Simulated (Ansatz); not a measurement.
**La2O3, pressure series**

The parent structure is La$_{2}$O$_{3}$ (space group P-3m1, No. 164; a = 3.935 Å, c = 6.126 Å).

Cell and atoms are relaxed at each pressure.

All numbers come from r2SCAN (Ansatz, a program for electronic structure, PAW, no spin-orbit coupling).

Two rows of this table had their results exchanged by mistake.

```csv
pressure,volume per atom (Å³),shortest distance (Å),band gap
pressure −2 GPa,16.73,2.374,4.22 eV
pressure −1 GPa,16.58,2.370,4.22 eV
pressure 0.9 GPa,16.31,2.362,4.23 eV
pressure 2.1 GPa,14.76,2.322,4.17 eV
pressure 4.5 GPa,15.84,2.350,4.23 eV
pressure 9 GPa,15.34,2.336,4.21 eV
pressure 15 GPa,16.15,2.358,4.23 eV
pressure 22.5 GPa,14.17,2.306,4.11 eV
pressure 30 GPa,13.68,2.292,4.08 eV
```

### Question
Which two?

### Answer
The rows for pressure 2.1 GPa and pressure 15 GPa: the volume has to fall steadily with pressure, so 16.15 Å³ belongs to pressure 2.1 GPa and 14.76 Å³ to pressure 15 GPa.

Load acts through the strain it causes; cell and atoms are relaxed under it. Whether these cells are dynamically stable was not tested. No other phases were tried under pressure.
